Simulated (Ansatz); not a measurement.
TlBr (Cmcm, No. 63, 4 atoms in the cell; start mp-568949; a measured phase of this formula has another space group) was calculated with HSE06+SOC (Ansatz, a program for electronic structure, PAW).

Settings: plane-wave cutoff 460 eV, 6×6×6 k mesh, Fermi–Dirac smearing 0.01 eV, PAW data made under PBE.

Cell (relaxed with PBE-D3(BJ)):

```cif
data_Br2Tl2
_chemical_formula_sum 'Tl2 Br2'
_space_group_name_H-M_alt 'P 1'
_space_group_IT_number 1
_cell_length_a 6.56575
_cell_length_b 6.56575
_cell_length_c 4.99218
_cell_angle_alpha 90.000
_cell_angle_beta 90.000
_cell_angle_gamma 141.157
loop_
_space_group_symop_operation_xyz
  'x, y, z'
loop_
_atom_site_label
_atom_site_type_symbol
_atom_site_fract_x
_atom_site_fract_y
_atom_site_fract_z
_atom_site_occupancy
Tl1 Tl 0.38765 0.61235 0.75000 1
Tl2 Tl 0.61235 0.38765 0.25000 1
Br1 Br 0.86564 0.13436 0.25000 1
Br2 Br 0.13436 0.86564 0.75000 1
```

**Question.** Predict the band gap, smallest direct gap on the k points sampled and direct gap at Γ.

**Answer.** 
- band gap: 2.50 eV (indirect)
- smallest direct gap on the k points sampled: 2.54 eV
- direct gap at Γ: 6.39 eV

Note: cell and atoms aren't relaxed at this level (pressure 0.7 GPa).

Computed values are for the static lattice.

Computing time: around 90 core-minutes (rough).

A start named mp-… is a Materials Project structure, which need not be a measured phase.
